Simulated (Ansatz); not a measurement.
# ZnS, response to strain

Consider ZnS in the wurtzite structure (space group P6_3mc, No. 186; a = 3.782 Å, c = 6.208 Å).

Strains are applied to the cell and any free atomic positions relax.

Computed with Ansatz (a program for electronic structure), PBEsol, PAW, cutoff 420 eV, no spin-orbit coupling.

Notes on the quantities. energy relative to the base: free energy F.

```json
[
 {"change": "base", "band gap": "2.15 eV", "electron mass": "0.16 mₑ along c, 0.18 mₑ across (at Γ)", "energy relative to the base": "0 meV/atom"},
 {"change": "isotropic strain +0.60 %", "band gap": "2.08 eV", "electron mass": "0.15 mₑ along c, 0.18 mₑ across (at Γ)", "energy relative to the base": "+1.5 meV/atom"},
 {"change": "isotropic strain +1.20 %", "band gap": "2.00 eV", "electron mass": "0.15 mₑ along c, 0.17 mₑ across (at Γ)", "energy relative to the base": "+5.9 meV/atom"},
 {"change": "isotropic strain +1.80 %", "band gap": "1.92 eV", "electron mass": "0.15 mₑ along c, 0.17 mₑ across (at Γ)", "energy relative to the base": "+13 meV/atom"},
 {"change": "isotropic strain +2.40 %", "band gap": "1.85 eV", "electron mass": "0.14 mₑ along c, 0.16 mₑ across (at Γ)", "energy relative to the base": "+23 meV/atom"},
 {"change": "isotropic strain +3.00 %", "band gap": "1.77 eV", "electron mass": "0.14 mₑ along c, 0.16 mₑ across (at Γ)", "energy relative to the base": "+35 meV/atom"}
]
```

Effective masses come from finite differences of ±0.01 Å⁻¹. Stability against distortions was not tested.
